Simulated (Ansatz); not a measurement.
This concerns the energy of the reaction as written. Reaction: 3 cell B → cell A. The sign is products less reactants.

Cell A: a sheet of composition W3, 3 atoms, hexagonal cell of 5.00 Å (21.7 Å²), symmetry P6/mmm within 0.02 Å, 0.0 Å thick under 16 Å of vacuum, in-plane vectors relaxed; planes from bottom to top: W3, all atoms in one plane; a model cell; spin state with PBE: no moments, k-point mesh 18×18×1.
```
CELL_PARAMETERS angstrom
      5.00489     0.00000     0.00000
     -2.50245     4.33437     0.00000
      0.00000     0.00000    16.00000
ATOMIC_POSITIONS crystal
  W  0.50000 0.00000 0.50000
  W  0.00000 0.50000 0.50000
  W  0.50000 0.50000 0.50000
```

Cell B: a sheet of composition W, 1 atom, hexagonal cell of 2.63 Å (6.0 Å²), symmetry P6/mmm within 0.02 Å, 0.0 Å thick under 16 Å of vacuum, in-plane vectors relaxed; planes from bottom to top: W; a model cell; spin state with PBE: no moments, k-point mesh 30×30×1.
```
W
1.0
    2.63427     0.00000     0.00000
   -1.31713     2.28134     0.00000
    0.00000     0.00000    16.00000
W
1
Direct
  0.00000   0.00000   0.50000
```

All numbers come from Ansatz (a quantum-chemistry and plane-wave program), plane waves with PAW, its default PAW set, cutoff 420 eV, 500 eV for r2SCAN. The structures are at rest with PBE; other levels are single points on them. Neutral cells; Fermi-Dirac smearing of at most 0.10 eV in the solids, energies taken to zero width. The lattices are those relaxed with PBE, so at other levels the solids can be strained, which adds to the spread. A dispersion term (D3(BJ), or D4 for r2SCAN) was computed beside these levels and is taken off wherever the name lacks it. Static lattices, no vibrational contributions. Spin-orbit coupling is left out. The cells' k-point meshes differ in density, so the last digit is unsettled. Cell A has symmetry P6/mmm within 0.02 Å and got no random move, so less symmetric positions, which may lie lower, weren't tried. Cell B has symmetry P6/mmm within 0.02 Å and got no random move, so less symmetric positions, which may lie lower, weren't tried.

Problem. Predict the value from r2SCAN.

Solution. 3.37 eV, for 3 cell B → cell A.

Problem. What do the other levels give, and how wide is the spread?

Solution. 
| Level | value (eV) | less r2SCAN |
|---|---|---|
| PBE | 3.16 | -0.21 |

The levels shown span 0.21 eV, from PBE (3.16) to r2SCAN (3.37).
